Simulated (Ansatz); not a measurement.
System: fluorite NiSi2. Method: rVV10 (Ansatz, a first-principles code, plane waves, PAW).

Settings: plane-wave cutoff 520 eV, 18×18×18 k mesh, Fermi–Dirac smearing 0.05 eV, no spin polarisation, scalar-relativistic PAW data made under PBE.

Equation-of-state points:

| V (Å³/atom) | E − E_lowest (meV/atom) | P (GPa) |
|---|---|---|
| 12.853 | 23.87 | 9.88 |
| 13.126 | 10.20 | 6.21 |
| 13.400 | 2.45 | 2.93 |
| 13.673 | 0.00 | 0.00 |
| 13.947 | 2.27 | -2.60 |
| 14.220 | 8.71 | -4.89 |
| 14.494 | 18.82 | -6.92 |

Estimate the bulk modulus and its pressure derivative from these points.

V0 = 13.673 Å³/atom, B0 = 137 GPa, B′ = 4.9 (fit to the energies at full precision).

Measured, for comparison: equilibrium volume per atom 13.17 Å³/atom (temperature not stated, not corrected to a static lattice; as tabulated in Wikipedia's data pages). Computed (rounded) less measured: equilibrium volume per atom +3.8 %.

Static lattice: no zero-point or thermal effects.

The result took about 100 core-seconds (a rough figure).
